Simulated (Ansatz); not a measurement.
Terminations of the (111)A surface of zinc-blende GaSb (Ga plane on top), measured from the surface '2x2 with 3 H on 4 top atoms'. Atoms come from or go to: C: graphite, F: ½ F2(g), Ga: alpha gallium, H: ½ H2(g), I: ½ I2(g), N: ½ N2(g), Sb: rhombohedral Sb, Si: silicon. ΔE is the energy of forming the row's surface from that one (negative: more stable at these reservoirs); the vacuum level's shift is aligned on the shared bottom. No zero-point or thermal terms. These are constructed structures in small cells; real faces may alloy, dewet or reconstruct in larger ones, and not all known structures of the face are among them. Slabs of about 15 Å with all that they carry, Fermi-Dirac smearing of 0.025 eV. Bottom of the slabs: H caps. Relaxed from the named starts with such symmetry as they have, on meshes of like density; energies extrapolated to zero smearing; no spin-orbit coupling, no U. Spin-polarised runs, if any, are marked in brackets, and their order is one that fits the cell; the others ran without spin. A dash marks a value that is undefined for that row (no clear gap, or no work function of a gapped slab) or was not read reliably on its mesh.

The numbers are results of PBE (plane waves to 420 eV, PAW; Ansatz, a first-principles code), not measurements.

```tsv
surface	atoms added per 1x1	ΔE per 1x1 (eV)	slab gap (eV)	shift of the vacuum level (eV)	work function (eV)
2x2 with 3 NH2 on 4 top atoms	+0.75 H, +0.75 N	-0.64	0.26	-0.33	–
2x2 with 2 H on 4 top atoms [spin start, no net moment]	-0.25 H	[?]	–	-0.62	3.83
2x2 Ga adatom at H3	+0.25 Ga, -0.75 H	0.33	–	-0.76	–
CH3 on every top atom [spin start, no net moment]	+1 C, +2.25 H	-0.79	–	-0.26	4.78
2x2 with 3 H on 4 top atoms	none	0.00	0.34	0.00	–
2x2 Si adatom at H3 [spin, 0.6 μB a cell]	-0.75 H, +0.25 Si	0.58	–	-0.52	–
2x2 Sb adatom at T4 (1 Sb–Sb bonds broke)	-0.75 H, +0.25 Sb	0.28	–	-0.35	–
I on every top atom [spin start, no net moment]	-0.75 H, +1 I	[?]	–	0.72	5.67
2x2 cell from a buckled start [spin start, no net moment]	-0.75 H	0.26	–	-1.18	–
F on every top atom [spin start, no net moment]	+1 F, -0.75 H	-3.15	–	3.10	8.09
2x2 Ga adatom at T1	+0.25 Ga, -0.75 H	[?]	–	-1.22	3.44
2x2 Si adatom at T4 (3 Ga–Si bonds formed) [spin start, no net moment]	-0.75 H, +0.25 Si	0.52	–	-0.67	3.83
```

### Question
Fill in the missing entries.

### Answer

- 2x2 with 2 H on 4 top atoms [spin start, no net moment], ΔE per 1x1 (eV): 0.14
- I on every top atom [spin start, no net moment], ΔE per 1x1 (eV): -1.06
- 2x2 Ga adatom at T1, ΔE per 1x1 (eV): 0.63
